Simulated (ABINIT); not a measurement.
**Pressure against volume in zinc-blende BeSe (space group 216) (ABINIT, LDA)**

```
BeSe
1.0
    0.00000     2.47004     2.47004
    2.47004     0.00000     2.47004
    2.47004     2.47004     0.00000
Be Se
1 1
Cartesian
  0.00000   0.00000   0.00000
  3.70507   3.70507   3.70507
```

Method: LDA (PW92), norm-conserving pseudopotentials (PseudoDojo nc-sr-04 LDA standard) (plane waves; ABINIT). Settings: pseudos = [Be.upf, Se.upf]; ecut = 1551 eV; occopt = 3; tsmear = 0.01 eV; ngkpt = 11 11 11; nshiftk = 1; shiftk = 0 0 0; potentials = PseudoDojo nc-sr-04 LDA standard; nband = 15; kptopt = 1; nstep = 50; tolvrs = 1e-10. The cell above is the first row's. The rows scale it uniformly. In all rows fractional positions and the k mesh are held.

```csv
V (Å^3/atom),P (GPa)
15.070,?
15.398,6.02
15.725,3.86
16.053,1.90
16.380,0.13
16.708,-1.48
17.036,-2.95
17.363,-4.27
17.691,-5.48
```

The 8 complete rows are fitted with a cubic, P against V. With u = V - 16.5, the rows have u = -1.1020, -0.7750, -0.4470, -0.1200, 0.2080, 0.5360, 0.8630, 1.1910. Least squares gives P = -0.480 - 4.9775·u + 0.7478·u² - 0.0788·u³. Residuals (row less fit): 0.001, -0.003, -0.001, 0.002, 0.004, -0.005, -0.001, 0.001; standard error 0.004 (degrees of freedom: 4). The fitted pressure is zero at V0 = 16.40, where dP/dV = -5.122, so B0 = -V0·dP/dV = 84.0 GPa.

Q: Estimate the missing P (V = 15.070); what did the run itself give?

A: u = -1.4300, so P = -0.480 - 4.9775 × (-1.4300) + 0.7478 × (-1.4300)² - 0.0788 × (-1.4300)³ = 8.397 GPa. The calculation gives 8.41 GPa, 0.013 GPa above the prediction (0.1 % of the range of P in the table). The row lies outside the fitted rows, so this is an extrapolation. From the scatter of the fitted rows alone, a prediction at this place has a standard error of 0.010 GPa, so the miss is 1.3 times that.

Carrying the step between the two nearest rows on in a straight line would have given 8.19, off by 0.22; series whose last step already gives the withheld value aren't shown. The scan was laid around a cell of about the measured size, scaled by a guess for this functional. The runs keep the symmetry of the cell, so they don't test it for distortions. Cutoffs and mesh are single choices, not tested for convergence of this quantity. Series with a scatter that would blur these digits, or in which a gap closes, are not shown.
